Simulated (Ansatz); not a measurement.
Amorphous Ga24O38Hf, 63 atoms at 5.20 g/cm³, one PBE-relaxed geometry, zone centre. Methods: PBE, scalar-relativistic without spin-orbit coupling (Ansatz, a quantum-chemistry and plane-wave program); r2SCAN, scalar-relativistic without spin-orbit coupling (Ansatz); HSE06, scalar-relativistic without spin-orbit coupling (Ansatz). Plane waves to 420 eV (r2SCAN 500 eV); exact exchange is cut at the cell's faces. At PBE the levels at the filled edge of the gap are localised (band-tail or defect states). All rungs ran without spin polarisation.

It comes from a melt-quench run on a machine-learned potential (CHGNet), relaxed afterwards by DFT. O atoms were pushed apart under 1.9 Å during the dynamics, to hinder bonds among them. The hot cell started wider than the set density and was brought back towards it in steps. It is the lowest in DFT energy of 2 quenches. It is a model cell: composition and starting density were chosen by hand, and all elements were melted together. No dispersion term was used. Its density started from a set value of 5.20 and ended at 5.20 g/cm³. Cooling (nominally 220 K/ps over its main leg) ran many orders faster than in experiment, which tends to leave more defects and strain. Values belong to this one cell and scatter from quench to quench. The volume was held where the preparation left it and the shape relaxed, at a PBE pressure of 3.1 GPa. Stress components on the final sampling reach 3.2 GPa.

The relaxation ran on the zone centre alone. At PBE the level gap is 2.02 eV on a 2×2×2 Γ-centred mesh, and the spacing at the zone centre alone 2.03 eV.

**Question.** What zone-centre spacing does r2SCAN give, roughly?

**Answer.** 2.56 eV (+0.53 eV against PBE).

**Question.** What zone-centre spacing does HSE06 give, roughly?

**Answer.** 3.73 eV (+1.70 eV against PBE).

The highest filled and the lowest empty state spread over these numbers of atoms (participation numbers): PBE: 5.9 and 56.2; r2SCAN: 5.5 and 55.4; HSE06: 6.6 and 55.3.
